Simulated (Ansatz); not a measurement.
Output of an Ansatz run (abridged):

```
WARN ansatz: RAYON_NUM_THREADS=1 ignored (pool sized by the plan → 1); use --threads N
Pseudopotentials: kind: paw
Pseudopotential: Br, paw, valence charge 7
Crystal: 4 atoms, lattice volume = 129.115 Å³
Basis set: ecut = 420.4159175005146 eV, 2541 PW (Γ), exchange–correlation on 54×54×120 points (8 copies of the dense FFT grid, shifted against one another)
Bands: 18, of which v1, the nominal top of the filled ones, is band 14 counted from 1 (13 counted from 0)
Symmetry: 8 space group operations
Space group: Cmce (ITA 64), of the structure as read, at distance tolerance 5.1e-5 Å
k-points: 32 of 147
Initial density: superposition of atomic densities (neutral atoms: chi_scale 0, normalization atom), corrected by the library's trained network
Initial wavefunctions: pseudopotential atomic-orbital guess
Eigensolver: davidson
Functional: x = pbe(κ = 0.804, μ = 0.2195149727645171), c = pbe(β = 0.06672455060314922)
SCF iter   1: F=—  HF=-11132.522264 eV  |F-HF|=—  |Δ(HF+E_count)|=         —  Δρ=1.27e-3  dr2=1.35e-3  ethr=1.77e-3  ⟨swp⟩=6.9  Hψ=3471  notcnv=0
all-band conjugate gradients solve this SCF's bands
preconditioner: auto → Resta (q_TF=auto, 2.115 Å⁻¹)
SCF iter   2: F=—  HF=-11132.524220 eV  |F-HF|=—  |Δ(HF+E_count)|=   1.96e-3  Δρ=6.57e-4  dr2=3.66e-4  ethr=4.82e-6  ⟨swp⟩=3.1  Hψ=1630  notcnv=0
SCF iter   3: F=—  HF=-11132.524588 eV  |F-HF|=—  |Δ(HF+E_count)|=   3.67e-4  Δρ=1.44e-4  dr2=2.34e-5  ethr=1.31e-6  ⟨swp⟩=2.1  Hψ=906  notcnv=0
SCF iter   4: F=—  HF=-11132.524614 eV  |F-HF|=—  |Δ(HF+E_count)|=   2.67e-5  Δρ=5.40e-5  dr2=3.67e-6  ethr=8.37e-8  ⟨swp⟩=3.0  Hψ=1087  notcnv=0
SCF iter   5: F=—  HF=-11132.524618 eV  |F-HF|=—  |Δ(HF+E_count)|=   3.25e-6  Δρ=9.78e-6  dr2=1.26e-7  ethr=1.31e-8  ⟨swp⟩=2.5  Hψ=1034  notcnv=0
SCF iter   6: F=-11132.524618 eV  HF=-11132.524618 eV  |F-HF|=2.09e-9  |Δ(HF+E_count)|=   1.75e-7  Δρ=1.95e-6  dr2=5.27e-9  ethr=3.57e-10  ⟨swp⟩=6.4  Hψ=2969  notcnv=0
SCF 1 converged in 6 iterations: F = -11132.524618 eV  dr2 = 5.27e-9
SCF converged after 6 iterations
Free energy (F): -11132.524618 eV
Harris-Foulkes:  -11132.524618 eV  (|F-HF|=2.09e-9)
Internal energy: -11132.524618 eV  (E = F + TS)
E sigma→0 (E₀):  -11132.524618 eV
Fermi energy:    2.923142 eV
--- Per-component energies (eV) ---
  E_band       = -100.337743
  E_kinetic    = 528.223697
  E_local      = -906.009922  (includes V_loc(G=0)·N_el)
  E_nonlocal   = 281.461666
  E_hartree    = 225.614553
  E_xc         = -1052.454103
  E_vxc        = -407.419174  (∫ρ·V_xc dr)
  E_paw        = -8987.974670  (= ΣΔE_a)
  E_vpaw       = -47.822767  (= ΣTr[D̂ρ^β])
  E_aug_tail   = 0.000000  (compensation charges beyond the density's cutoff)
  E_ewald      = -1221.385840
  E_smearing   = -0.000000  (= −TS)
  E_closure    = 0.000000  (closes the sum)
  Σ components = -11132.524618   (vs F -11132.524618, Δ=0.00e0)
--- Forces (eV/Å), atoms counted from 1 ---
  atom   1  Br    -0.37739747    -0.00000000    -0.74549151
  atom   2  Br     0.37739747    -0.00000000    -0.74549151
  atom   3  Br    -0.37739747     0.00000000     0.74549151
  atom   4  Br     0.37739747     0.00000000     0.74549151
  max |Σ_I F_I| component: 2.22e-16 eV/Å
--- Stress (GPa, compression-positive) ---
        1.698801       0.000000      -0.000000
        0.000000       1.685021       0.000000
       -0.000000       0.000000       3.271519
  P = ⅓ Tr σ = 2.2184 GPa (22.184 kbar)
  The stress holds the Pulay correction. Without it, at fixed plane waves, as pw.x and ABINIT print it: P = 2.2074 GPa
--- Band table (eV; the first three rows and the last of 32) ---
  k-point 0: bands = ["-13.9794", "-13.6061", "-11.2190", "-10.4243", "-3.0200", "-1.8370", "-0.0841", "-0.0805", "0.3901", "0.4713", "1.0041", "1.5839", "1.9862", "2.0028", "3.8288", "4.6793", "8.1212", "8.7270"]
  k-point 1: bands = ["-13.8998", "-13.7158", "-11.0114", "-10.6173", "-2.7742", "-2.2114", "0.0749", "0.1769", "0.4099", "0.4505", "0.9629", "1.3250", "1.9909", "1.9992", "3.9314", "4.3449", "8.5223", "8.8713"]
  k-point 2: bands = ["-13.9278", "-13.5870", "-11.1800", "-10.4679", "-3.0189", "-1.9492", "-0.4137", "-0.3226", "0.2458", "0.3112", "1.2674", "1.7130", "1.9037", "1.9084", "3.8293", "4.6147", "8.6105", "9.0276"]
  k-point 31: bands = ["-13.6594", "-13.5110", "-10.8567", "-10.5582", "-2.6598", "-2.3197", "-1.5444", "-1.2035", "-0.3365", "-0.1392", "0.7571", "1.0432", "1.2113", "1.6504", "3.8981", "4.1516", "9.6934", "10.0553"]
```

The structure:

```
CELL_PARAMETERS angstrom
      2.23328    -3.32499     0.00000
      2.23328     3.32499     0.00000
      0.00000     0.00000     8.69384
ATOMIC_POSITIONS crystal
  Br 0.86100 0.86100 0.88900
  Br 0.63900 0.63900 0.38900
  Br 0.36100 0.36100 0.61100
  Br 0.13900 0.13900 0.11100
```

### Question
What input produced this log?

### Answer
Other spellings and defaults could give the same log, and not every line can be read from it. The input that was run (DFT, PBE, plane waves, default PAW files):

Ansatz 0.2 input:
```yaml
crystal:
  lattice:
    - [2.233280, -3.324995, 0.000000]
    - [2.233280, 3.324995, 0.000000]
    - [0.000000, 0.000000, 8.693840]
  atoms:
    - { symbol: Br, position_ang: [3.845708, -0.000000, 7.728824] }
    - { symbol: Br, position_ang: [2.854132, -0.000000, 3.381904] }
    - { symbol: Br, position_ang: [1.612428, -0.000000, 5.311936] }
    - { symbol: Br, position_ang: [0.620852, 0.000000, 0.965016] }
basis:
  ecutwfc: 30.9 Ry
kpoints:
  mp_grid: { grid: [7, 7, 3] }
hamiltonian:
  xc: pbe
  pseudopotentials: { kind: paw }
scf:
  occupations: { method: fermi_dirac, width: 0.0015 Ry }
output:
  forces: true
  eigenvalues: true
  stress: true
```

The starting cell has typed, rounded lattice constants, without a prior relaxation at this level. Its lattice was rescaled by up to half a per cent. Ansatz's pressure includes its estimate of the finite-basis (Pulay) stress.

Ansatz is a quantum-chemistry and plane-wave program.
